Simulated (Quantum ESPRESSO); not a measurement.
A self-consistent single point of Tc3Sn (P1, 4 atoms in the cell) with Quantum ESPRESSO.

Method: LDA (PZ), GBRV 1.5 ultrasoft (LDA) pseudopotentials (plane waves; Quantum ESPRESSO 7.5).

The change in words: atoms moved at random. Reference geometry:
```
Tc3Sn
1.0
   -3.20741     0.00000     3.20741
    0.00000     3.20741     3.20741
   -3.20741     3.20741     0.00000
Tc Sn
3 1
Direct
  0.25000   0.25000   0.25000
  0.75000   0.75000   0.75000
  0.50000   0.50000   0.50000
  0.00000   0.00000   0.00000
```

Reference input (self-consistent single point, DFT, LDA (PZ), plane waves, GBRV 1.5 ultrasoft (LDA) pseudopotentials): ecutwfc = 40 Ry; ecutrho = 320 Ry; occupations = smearing; smearing = gaussian; degauss = 0.0036749 Ry; potentials = {Tc: tc_lda_v1.uspp.F.UPF, Sn: sn_lda_v1.4.uspp.F.UPF}; K_POINTS = automatic 9 9 9 0 0 0; conv_thr = 1e-10 Ry; mixing_beta = 0.5. This run's input differs from it in these lines:

```diff
@@ -9,4 +9,3 @@
 &SYSTEM
- ibrav = 2
- celldm(1) = 12.12223782
+ ibrav = 0
  nat = 4
@@ -27,8 +26,12 @@
 ATOMIC_POSITIONS {alat}
-Tc   -0.25000000    0.25000000    0.25000000
-Tc   -0.75000000    0.75000000    0.75000000
-Tc   -0.50000000    0.50000000    0.50000000
-Sn    0.00000000    0.00000000    0.00000000
+Tc    0.36517752    0.33904710    0.34928671
+Tc    1.06354941    1.05680290    1.06707151
+Tc    0.70436109    0.70797299    0.71275798
+Sn   -0.01176767    0.01749665   -0.00779656
 K_POINTS {automatic}
 9 9 9  0 0 0
+CELL_PARAMETERS {angstrom}
+   0.00000000     3.20740600     3.20740600
+   3.20740600     0.00000000     3.20740600
+   3.20740600     3.20740600     0.00000000
```

The program printed (abridged):

```
     Self-consistent Calculation

     iteration #  1     ecut=    40.00 Ry     beta= 0.50

     negative rho (up, down):  3.755E-01 0.000E+00

     total energy              =    -681.13292169 Ry
     estimated scf accuracy    <       4.19810448 Ry

     iteration #  2     ecut=    40.00 Ry     beta= 0.50

     negative rho (up, down):  3.758E-01 0.000E+00

     total energy              =    -681.41854298 Ry
     estimated scf accuracy    <       1.16438839 Ry

     iteration #  3     ecut=    40.00 Ry     beta= 0.50

     negative rho (up, down):  3.746E-01 0.000E+00

     total energy              =    -681.43860966 Ry
     estimated scf accuracy    <       8.11384332 Ry

   [... 9 blocks of this kind left out ...]

     iteration # 13     ecut=    40.00 Ry     beta= 0.50

     negative rho (up, down):  3.722E-01 0.000E+00

     total energy              =    -681.98878367 Ry
     estimated scf accuracy    <          1.9E-09 Ry

     iteration # 14     ecut=    40.00 Ry     beta= 0.50

     negative rho (up, down):  3.722E-01 0.000E+00
     End of self-consistent calculation

     Number of k-points >= 100: set verbosity='high' to print the bands.

     the Fermi energy is    19.1659 ev

!    total energy              =    -681.98878367 Ry
     estimated scf accuracy    <          9.7E-11 Ry
     smearing contrib. (-TS)   =      -0.00055503 Ry
     internal energy E=F+TS    =    -681.98822864 Ry

     convergence has been achieved in  14 iterations

     negative rho (up, down):  3.722E-01 0.000E+00

     Forces acting on atoms (cartesian axes, Ry/au):

     atom    1 type  1   force =    -0.02311620    0.02932032   -0.00513257
     atom    2 type  1   force =     0.00132333    0.00318600   -0.01429677
     atom    3 type  1   force =    -0.00608476    0.00849442   -0.00310642
     atom    4 type  2   force =     0.02787763   -0.04100075    0.02253576

     Total force =     0.068714     Total SCF correction =     0.000007

     negative rho (up, down):  3.722E-01 0.000E+00
          total   stress  (Ry/bohr**3)                   (kbar)     P=     -190.49
  -0.00129541  -0.00000278   0.00007101         -190.56       -0.41       10.45
  -0.00000278  -0.00130937  -0.00007052           -0.41     -192.61      -10.37
   0.00007101  -0.00007052  -0.00127994           10.45      -10.37     -188.29

   JOB DONE.
```

The run converged in 14 iterations. Against the reference run the free energy rises by 28.5 meV/atom, the pressure goes from -20.36 to -19.05 GPa and the largest force goes from 0.000 to 1.400 eV/Å.

The starting cell comes from a database of computed structures (which also holds hypothetical and non-ambient phases and stackings), without a prior relaxation at this level. Its lattice was rescaled by a random factor within 2.5 % of one. For this run, on top of that: atoms moved at random. Spin polarisation is off. With a pressure of about -19 GPa the cell is away from its equilibrium volume at this level. Forces in this geometry exceed 1 eV/Å.

Cost on one core of a shared machine: roughly 5 min.
